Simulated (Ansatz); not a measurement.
**Hypothetical zinc blende HgO under a change: uniaxial strain ε_xx = +5.90 %**

The parent structure is HgO in the zinc blende structure (space group F-43m, No. 216; a = 5.2926 Å; a hypothetical phase, not in the database extracts checked). Axes: x, y, z lie along the cube axes.

One thing is altered: the cell is stretched by 5.90 % along x with no lateral relaxation; the atoms relax in the strained cell.

Method: PBE, PAW, 420 eV (Ansatz, a quantum-chemistry and plane-wave program; no spin-orbit coupling). Γ-centred 15×15×15 mesh, Fermi–Dirac width 0.05 eV.

```tsv
quantity	base	changed	shift
volume per atom	18.53 Å³	19.62 Å³	+1.09 Å³
shortest interatomic distance	2.292 Å	2.338 Å	+0.046 Å
energy relative to the base (free energy F)	0 meV/atom	+16 meV/atom	+16 meV/atom
pressure (mean of the normal stresses, compression positive)	0.0 GPa	-4.1 GPa	-4.1 GPa
band gap	zero	zero	–
stress (xx, yy, zz, yz, xz, xy; compression positive) (rough)	–	(-4.7, -3.8, -3.8, 0.0, 0.0, 0.0) GPa	–
```

Final structure:

```yaml
crystal:
  lattice:
    - [0.00000, 2.64629, 2.64629]
    - [2.80242, 0.00000, 2.64629]
    - [2.80242, 2.64629, 0.00000]
  atoms:
    - { symbol: O, position: [0.75000, 0.75000, 0.75000] }
    - { symbol: Hg, position: [0.00000, 0.00000, 0.00000] }
```

Without a gap, meshes like the base's 15×15×15 leave anisotropic stresses uncertain by several tenths of a GPa, and small strain energies with them. With Hg present, leaving out spin-orbit coupling can change the band edges. Whether these cells are dynamically stable was not tested. All final runs are without spin polarisation. A zero or small gap of HgO can be the functional's error rather than a property of the material.
